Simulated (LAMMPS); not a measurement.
System: ZnO (wurtzite), 432 atoms, at 300 K and 0 GPa, heated as the crystal.

Method: classical MD, Buckingham potential of Lewis and Catlow, J. Phys. C 18, 1149 (1985), first set, used with rigid ions (no shells), PPPM sums, short-range terms cut at 10 Å, modified for these runs by an r^-4 repulsive force inside the short-range force's maximum, run in LAMMPS.

```yaml
state_found: crystal; no diffusion seen in 21 ps
density: 5.7220 ± 0.0001 g/cm³
volume_per_atom: 11.8084 ± 0.0002 Å³
enthalpy_per_atom: -19.8798 ± 0.0002 eV
first peak of g(r), O-Zn: 1.97 Å, height 11.6
coordination number of O by Zn: 4.00 (counted to 2.54 Å)
coordination number of Zn by O: 4.00 (counted to 2.54 Å)
most common O-Zn-O angle: in the 3° bin centred on 109.5° (mean of all 109°)
most common Zn-O-Zn angle: in the 3° bin centred on 109.5° (mean of all 109°)
mean_frequency_of_the_velocity_spectrum: 10.6 THz
cost: about 3.0 core-minutes (a rough figure)
```

Potential: Lewis and Catlow, J. Phys. C 18, 1149 (1985), first set; O-O C6 of 27.879 eV Å6 from the Catlow library, as the file leaves it open.

Caution: the potential ionic pair potential lewis1985a is fitted to static crystal properties with a polarisable anion, which is rigid here.

States go by the mean squared displacement: a species diffuses where it passes 1.5 Å², still rises and gives D over 1e-6 cm²/s; a crystal has left its structure where atoms lie 0.35 Å off their sites on average or a cubic box changes its shape by 3 %.

The ± values are statistical; the model's systematic error is not in them.
